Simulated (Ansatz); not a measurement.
The cell is made up: elements placed on another compound's structure type, so the phase may be hypothetical.

By PBEsol, the system below comes out a metal.

A figure of merit of an interconnect metal is its ballistic conductance per area.

Given:

```
GaPd3N
1.0
    4.10162     0.00000     0.00000
    0.00000     4.10162     0.00000
    0.00000     0.00000     4.10162
Ga Pd N
1 3 1
Direct
  0.00000   0.00000   0.00000
  0.00000   0.50000   0.50000
  0.50000   0.00000   0.50000
  0.50000   0.50000   0.00000
  0.50000   0.50000   0.50000
```

Space group of this cell: Pm-3m, anti-perovskite. The cell was relaxed by PBE-D3(BJ); by PBEsol its mean pressure is -2.2 GPa.

The current flows along the normal of the first two printed cell vectors. No spin-orbit coupling; the value is a mean over 0.1 eV about the Fermi level.

**Question.** Compute, with Ansatz (a quantum-chemistry and plane-wave program) with PBEsol, the ballistic conductance per area.

**Answer.** 0.58 × 10¹⁵ S/m² for both spins.
